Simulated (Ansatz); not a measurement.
Habitual settings against a tight run: SrMg (Pmma, 4 atoms in the cell)

Self-consistent single point.

```
SrMg
1.0
    5.85744     0.00000     0.00000
    0.00000     3.92648     0.00000
    0.00000     0.00000     5.99014
Sr Mg
2 2
Direct
  0.25000   0.50000   0.71257
  0.75000   0.50000   0.28743
  0.75000   0.00000   0.81054
  0.25000   0.00000   0.18946
```

Level of theory: LDA (PW92), harder PAW files (source: ansatz) made with PBE (plane waves; Ansatz, a quantum-chemistry and plane-wave program).

Base settings: basis.ecutwfc = 620 eV; kpoints.mp_grid.grid = 8 11 7; hamiltonian.xc = lda; hamiltonian.pseudopotentials = {kind: paw, source: ansatz}; scf.occupations.method = gaussian; scf.occupations.width = 0.05 eV.

Tight run (finer mesh or higher cutoff; not a proven limit): basis.ecutwfc: 620 eV → 870 eV; kpoints.mp_grid.grid: 8 11 7 → 11 15 10; scf.convergence.dr2_threshold: default (1e-07 eV) → 1e-09 eV. It gave Fermi level (on the code's own zero) 5.69 eV; pressure -0.69 GPa; largest force (vector length) 0.124 eV/Å.

Quick runs, as changes from the base:
- A: the base itself
- B: basis.ecutwfc: 620 eV → 370 eV; kpoints.mp_grid.grid: 8 11 7 → 3 3 3; kpoints.mp_grid.shift: default → 0.5 0.5 0.5; scf.convergence.dr2_threshold: default (1e-07 eV) → 0.001 eV
- C: basis.ecutwfc: 620 eV → 310 eV; kpoints.mp_grid.grid: 8 11 7 → 8 8 8; scf.occupations.method: gaussian → cold; scf.occupations.width: 0.05 eV → 0.136 eV; scf.convergence.dr2_threshold: default (1e-07 eV) → 0.001 eV
- D: basis.ecutwfc: 620 eV → 495 eV; kpoints.mp_grid.grid: 8 11 7 → 6 6 6; scf.occupations.method: gaussian → cold; scf.occupations.width: 0.05 eV → 0.5 eV
- E: basis.ecutwfc: 620 eV → 495 eV; kpoints.mp_grid.grid: 8 11 7 → 2 2 2
- F: basis.ecutwfc: 620 eV → 370 eV; kpoints.mp_grid.grid: 8 11 7 → 6 6 6; scf.occupations.method: gaussian → cold; scf.occupations.width: 0.05 eV → 0.136 eV

Energies are extrapolated to zero smearing width, which holds to low order in the width alone.

The count of work is k-points × plane waves × bands × iterations; it is no time. 

Pressures in the table are Ansatz's without its Pulay estimate, at a fixed set of plane waves; the tight run's value above holds the estimate.

The starting cell comes from a database of computed structures (which also holds hypothetical and non-ambient phases and stackings), without a prior relaxation at this level. Its lattice was rescaled by a random factor within 2.5 % of one.

```tsv
run	energy less tight (meV/atom)	pressure less tight (GPa)	largest miss in a force vector (eV/Å)	count of work / tight
A	1.2	-0.01	0.005	0.19
B	379.1	-13.31	0.044	0.0042
C	2184.2	-57.03	0.021	0.051
D	17.0	-0.43	0.015	0.073
E	75.4	-0.97	0.105	0.010
F	429.8	-13.45	0.009	0.048
```

Among the runs at the tight run's level, the energy misses run from 1.2 to 2184.2 meV/atom.

Keys are those of Ansatz 0.2.
